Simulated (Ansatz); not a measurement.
The starting structures come from a database of crystals and need not be the phases stable at ambient conditions.

Tunnelling through a barrier is set by its complex band structure: the current falls as exp(−2κd) with the smallest κ.

Data:

```xyz
9
Lattice="5.7687 0.0000 0.0000 -2.7901 5.0491 0.0000 1.4893 2.5245 6.8792" Properties=species:S:1:pos:R:3 pbc="T T T"
Rb     1.4893     2.5245     2.2308
Rb     2.9786     5.0491     4.6484
Ni     0.0000     0.0000     0.0000
Ni    -1.3951     2.5245     0.0000
Ni     2.8843     0.0000     0.0000
S      5.8234     3.3708     5.4478
S     -1.3556     4.2028     1.4314
S      0.1337     6.7273     5.4478
S      4.3341     0.8463     1.4314
```

The cell is taken as given.

Transport runs along the normal of the first two printed cell vectors.

The gap is the functional's own, uncorrected, and κ follows it; spin-orbit coupling is left out. Mid-gap means the computed energy nearest the middle.

### Question
State the band gap and the smallest decay constant κ at mid-gap according to r2SCAN in Ansatz (a first-principles code).

### Answer
Gap 1.06 eV on a 6×6×6 mesh; κ = 0.334 1/Å, at the zone centre.
